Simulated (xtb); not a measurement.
xtb 6.7.1, GFN2-xTB: C=C[Si]([O])(OC)OC, charge -1, multiplicity 1, 17 atoms. The geometry is a generated start, not checked to be a minimum at this level.

```
Property                                                                                                       Result
------------------------  -------------------------------------------------------------------------------------------
method                                                                                                       GFN2-xTB
--acc                                                                                                     1 (default)
--etemp (K)                                                                                             300 (default)
detailed input (--input)  none: ANC optimiser, Lindh (1995) Hessian, microcycle=20, maxdispl=1.0, hlow=0.01 (default)
basis functions                                                                                                    47
valence electrons                                                                                                  48
```

```xyz
17

C     -1.0057     2.2242     0.0616
C      0.0899     1.4888     0.1128
Si     0.2101    -0.3894    -0.2749
O      0.3265    -0.7129    -1.7776
O     -1.0426    -1.0833     0.5873
C     -2.2510    -1.2562    -0.0383
O      1.4494    -0.8978     0.7414
C      2.7240    -0.6767     0.2933
H     -1.0246     3.2962     0.2471
H     -1.9614     1.7813    -0.1792
H      1.0212     2.0027     0.3468
H     -2.2440    -0.8552    -1.0544
H     -2.4987    -2.3279    -0.1029
H     -3.0488    -0.7559     0.5299
H      3.4343    -1.1561     0.9755
H      2.9570     0.3976     0.2480
H      2.8644    -1.0795    -0.7164
```

Charge -1 and multiplicity 1 are set for this test and not shown to be the ground state.

The structure is relaxed from this start with --opt LEVEL for the levels crude, sloppy, loose, lax, normal, tight, vtight, extreme, once each. Up to the end of the extreme run atoms move by at most 0.80 Å along an axis.

### Question
Which level is enough to come within 5 meV of the tightest end point?

### Answer
normal: 37 cycles against 46, ending 0.19 meV above.

```csv
level,cycles,energy above the extreme run (meV),gradient norm (eV/Å)
crude,1,36,0.19
sloppy,1,36,0.19
loose,1,36,0.19
lax,19,6.9,0.096
normal,37,0.19,0.034
tight,40,0.030,0.021
vtight,44,under 0.01,0.0042
extreme,46,—,0.0022
```
